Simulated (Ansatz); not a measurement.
Worked calculations on one periodic cell of amorphous Zr20O41Li2: Zr20O41Li2, 63 atoms, volume 774.0 Å³, made by a melt-quench on the CHGNet potential and relaxed with DFT. O atoms were pushed apart under 1.9 Å during the dynamics, to hinder bonds among them. It is a model cell: composition and starting density were chosen by hand, and all elements were melted together. Cycles of charging were run to anneal it. All values below come from PBE, scalar-relativistic without spin-orbit coupling (plane waves to 420 eV, PAW; Ansatz, a first-principles code). Sampling: a 2×2×2 Γ-centred mesh; Fermi-Dirac width 0.02 eV; no spin polarisation. Its volume was relaxed, its shape was free, and it stands at a mean pressure of 0.0 GPa with stress components up to 0.1 GPa; the relaxation ran on the zone centre alone. Its density went from a set 5.21 to 5.35 g/cm³. The cell is small and was quenched far faster than a real film, so it is one sample of the glass.

Question: Count formal charges (Zr +4, O -2, Li +1). What does the count lead one to expect at the Fermi level, and what does the calculation give?

Answer: 20 × (+4) + 41 × (-2) + 2 × (+1) = 0. The charges balance, so the anion-derived valence states can be full and a gap can open. On this mesh the highest filled and lowest empty level lie 3.17 eV apart, the PBE gap of this cell, with a localised state at one edge or both.

Four energies for an added electron at PBE on the zone centre alone (charged cells in a uniform background, spin-polarised): neutral at the neutral geometry -107450.859 eV; charged at the neutral geometry -107438.050 eV; charged and relaxed -107438.226 eV; neutral at the charged geometry -107450.441 eV.

Question: Find the two relaxation energies and their sum, the reorganisation energy.

Answer: On charging: -107438.050 − (-107438.226) = 0.176 eV. On discharging: -107450.441 − (-107450.859) = 0.418 eV. The sum is 0.594 eV. The carrier's level spreads over 12 of the 63 atoms' worth, so it counts as partly localised, most on one Zr atom with neighbours O 2.11 Å, O 2.14 Å, O 2.14 Å, O 2.15 Å, O 2.18 Å, O 2.24 Å, O 2.38 Å (neutral geometry). The values are uncorrected: the image energy of a point charge in this cell, 2.84 × 14.40 / (2 × 9.2) = 2.2 eV before screening, is screened by electrons alone at the fixed geometry and by ions too after relaxing, and the carrier can be spread before it relaxes, so each term can be off by up to that value times 1/ε∞, some tenths of an eV. PBE's self-interaction favours spread-out carriers, so a hybrid can localise more.

Four energies for a hole at PBE on the zone centre alone (charged cells in a uniform background, spin-polarised): neutral at the neutral geometry -107450.859 eV; charged at the neutral geometry -107460.283 eV; charged and relaxed -107460.710 eV; neutral at the charged geometry -107449.946 eV.

Question: Find the two relaxation energies and their sum, the reorganisation energy.

Answer: On charging: -107460.283 − (-107460.710) = 0.427 eV. On discharging: -107449.946 − (-107450.859) = 0.913 eV. The sum is 1.340 eV. The carrier's level spreads over 3 of the 63 atoms' worth, so it counts as localised, most on one O atom with neighbours Zr 2.03 Å, Zr 2.09 Å, Zr 2.38 Å (neutral geometry). The values are uncorrected: the image energy of a point charge in this cell, 2.84 × 14.40 / (2 × 9.2) = 2.2 eV before screening, is screened by electrons alone at the fixed geometry and by ions too after relaxing, and the carrier can be spread before it relaxes, so each term can be off by up to that value times 1/ε∞, some tenths of an eV. PBE's self-interaction favours spread-out carriers, so a hybrid can localise more.
